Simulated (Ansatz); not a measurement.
Start from LiAl$_{3}$ in the Cu3Au type structure (space group Pm-3m, No. 221; a = 4.001 Å; a cell from a computed database, its experimental status unchecked; relaxed with 0.1 eV smearing). Axes: x, y, z lie along the cube axes.

The values are results of PBEsol, PAW, 420 eV (Ansatz, an electronic-structure program; spin-orbit coupling left out), not measurements.

Strains are applied to the cell and any free atomic positions relax; under biaxial strain the out-of-plane vector relaxes too.

One change was made to it. Results:

The energy grows by 5.4 meV/atom; the pressure goes from zero to -2.5 GPa; the band gap is still zero.

Q: Which change produced these results?
A. biaxial strain −0.65 %, plane normal [001], relaxed out of plane
B. biaxial strain +2.45 %, plane normal [110], relaxed out of plane
C. isotropic strain +1.36 %

A: C, isotropic strain +1.36 %. For comparison, the energy relative to the base in the other runs: biaxial strain −0.65 %, plane normal [001], relaxed out of plane gives +0.6 meV/atom; biaxial strain +2.45 %, plane normal [110], relaxed out of plane gives +8.0 meV/atom.

No phonon test of stability was made.
